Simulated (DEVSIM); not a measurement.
Structure: Ge p-i-n diode, at 250 K.

| layer (left to right) | material | thickness (μm) | Nd (cm⁻³) | Na (cm⁻³) | τn (s) | τp (s) |
|---|---|---|---|---|---|---|
| 1 | Ge | 1.70 | - | 8.4e17 | 0.00021 | 0.00021 |
| 2 | Ge | 1.20 | 1.1e12 | - | 0.00021 | 0.00021 |
| 3 | Ge | 1.30 | 1.7e17 | - | 0.00021 | 0.00021 |

Left contact: ohmic. Right contact: ohmic. Voltage is applied to the left contact. Recombination: SRH at mid-gap. Mobility is μmin + (μ − μmin)/(1 + (N/Nref)^α).

The device is made up for the run: typed textbook-type constants, with dimensions and the other settings drawn at random. Values at 300 K; Nc and Nv go as T^1.5, mobilities as T to minus their exponent, the gap by Varshni's rule with the affinity fixed.

```csv
parameter,Ge
gap (eV),0.664
affinity (eV),4
permittivity,16
Nc (cm⁻³),1.04e19
Nv (cm⁻³),6e18
μn (cm²/Vs),3900
μp (cm²/Vs),1900
"μn,min",150
"μp,min",100
"Nref,n",2.6e17
"Nref,p",4e17
αn,0.56
αp,0.6
T exponent of μn,1.66
T exponent of μp,2.33
Varshni α (eV/K),0.000477
Varshni β (K),235
```

DEVSIM, 1D drift-diffusion, Boltzmann statistics, complete ionisation; no tunnelling, impact ionisation, image-force lowering or self-heating.

The thickness of layer 3 was swept, all else fixed.

```json
[
 {"thickness of layer 3 (μm)": "0.26", "dark forward voltage at 100 A/cm² (V)": "0.401", "dark forward voltage at 1 A/cm² (V)": "0.299"},
 {"thickness of layer 3 (μm)": "0.45", "dark forward voltage at 100 A/cm² (V)": "0.412", "dark forward voltage at 1 A/cm² (V)": "0.311"},
 {"thickness of layer 3 (μm)": "0.78", "dark forward voltage at 100 A/cm² (V)": "0.423", "dark forward voltage at 1 A/cm² (V)": "0.322"},
 {"thickness of layer 3 (μm)": "1.3", "dark forward voltage at 100 A/cm² (V)": "…", "dark forward voltage at 1 A/cm² (V)": "…"},
 {"thickness of layer 3 (μm)": "2.2", "dark forward voltage at 100 A/cm² (V)": "0.441", "dark forward voltage at 1 A/cm² (V)": "0.341"},
 {"thickness of layer 3 (μm)": "3.9", "dark forward voltage at 100 A/cm² (V)": "0.450", "dark forward voltage at 1 A/cm² (V)": "0.350"},
 {"thickness of layer 3 (μm)": "6.5", "dark forward voltage at 100 A/cm² (V)": "0.457", "dark forward voltage at 1 A/cm² (V)": "0.357"}
]
```

Question: Some entries are withheld; supply them.

Answer: 
- 1.3, dark forward voltage at 100 A/cm² (V): 0.432
- 1.3, dark forward voltage at 1 A/cm² (V): 0.331
